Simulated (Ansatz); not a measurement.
Base system: Zr in the hcp (Mg type) structure (space group P6_3/mmc, No. 194; a = 3.1438 Å, c = 5.0928 Å; relaxed with 0.1 eV smearing). Axes: x lies along a and z along c of the hexagonal cell.

Calculations: LDA in Ansatz (plane waves to 420 eV, PAW, no spin-orbit coupling).

For the base:

```
Property    Value
--------  -------
Band gap     zero
Pressure  0.0 GPa
```

Perturbation: the cell is stretched by 3.00 % along x with no lateral relaxation; the atoms relax in the strained cell.

Estimate the effect on the band gap, pressure, energy relative to the base and largest internal atomic displacement.

The band gap is still zero; the pressure (mean of the normal stresses, compression positive) goes from zero to -2.9 GPa; the energy increases by 7.8 meV/atom; the largest internal atomic displacement comes out as 0.042 Å.

Stability against distortions was not tested. All final runs are without spin polarisation.

Ansatz is a first-principles code.
